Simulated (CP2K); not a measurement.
# How far to go with the cutoff of the density grid: MnF₂ (Cmm2, 6 atoms in the cell)

```yaml
crystal:
  lattice:
    - [4.84565, 0.00000, 0.00000]
    - [0.00000, 4.84565, 0.00000]
    - [0.00000, 0.00000, 3.29345]
  atoms:
    - { symbol: Mn, position: [0.00000, 0.00000, 0.01518], spin: 5.0 }
    - { symbol: Mn, position: [0.50000, 0.50000, 0.50000], spin: -5.0 }
    - { symbol: F, position: [0.30500, 0.30500, 0.00000] }
    - { symbol: F, position: [0.80500, 0.19500, 0.50000] }
    - { symbol: F, position: [0.19500, 0.80500, 0.50000] }
    - { symbol: F, position: [0.69500, 0.69500, 0.00000] }
```
(The spins are starting values, not results.)

Computed with LDA (Pade form), GPW, DZVP-MOLOPT-SR-GTH basis, GTH-PADE potentials (GTH_POTENTIALS) (CP2K).

Base settings: UKS = T; CUTOFF = 600 Ry; REL_CUTOFF = 50 Ry; SMEAR/METHOD = FERMI_DIRAC; ELECTRONIC_TEMPERATURE = 232.09 K; KPOINTS/SCHEME = MONKHORST-PACK 2 2 3; GAMMA_CENTERED = T; XC_FUNCTIONAL = PADE; Mn1/BASIS_SET = DZVP-MOLOPT-SR-GTH; Mn1/POTENTIAL = GTH-PADE-q15.

The mesh stays at the base's, so the ladder's end is converged at best in this setting alone.

Only quantities that move along the ladder and can be compared are tabulated; the gap is left out on so coarse a mesh.

Core times come from one kind of shared machine, to one figure; runs under 30 s give none.

The starting cell has typed, rounded lattice constants, without a prior relaxation at this level. Its lattice was rescaled by up to half a per cent. One atom was moved a little off its site on purpose. The magnetic order is the one reached from the typed start; others were not searched systematically. Values carry the incompleteness of an atom-centred basis. In the base run, with a pressure of about -5 GPa the cell is away from its equilibrium volume at this level.

```tsv
CUTOFF	free energy less the last step's (meV/atom)	pressure (GPa)	largest difference of a force vector from the last step's (eV/Å)	core time / last (rough)
210 Ry	24.94	-6.63	2.156	0.5
240 Ry	7.87	-5.61	2.180	0.6
270 Ry	-6.63	-4.38	0.552	0.4
330 Ry	1.20	-4.95	0.016	0.3
360 Ry	-0.21	-4.95	0.141	0.6
420 Ry	0.46	-4.96	0.131	0.3
480 Ry	0.99	-4.97	0.008	0.4
540 Ry	-1.24	-4.92	0.034	0.4
600 Ry	-1.01	-4.92	0.031	0.5
660 Ry	-0.22	-4.94	0.053	0.6
720 Ry	0.09	-4.95	0.021	0.6
900 Ry	0.05	-4.95	0.008	0.7
1200 Ry	-0.13	-4.95	0.005	0.9
1440 Ry	0.00	-4.95	0.000	1
```

Coarsest CUTOFF that holds the free energy within 5 meV/atom of the last step, with all finer ones: 330 Ry, at about 0.3 of the last step's time; the step before is off by 6.6 meV/atom.

Coarsest CUTOFF that holds the forces within 0.01 eV/Å: not settled: the last two steps still differ by 0.005 eV/Å, over half the tolerance, so the ladder does not show it.

Coarsest CUTOFF that holds the pressure within 1 GPa of the last step, with all finer ones: 240 Ry; the step before is off by 1.7 GPa.

Left out of this page: 1 run of the series outside the window shown, repeating another row's setting, or not comparable.
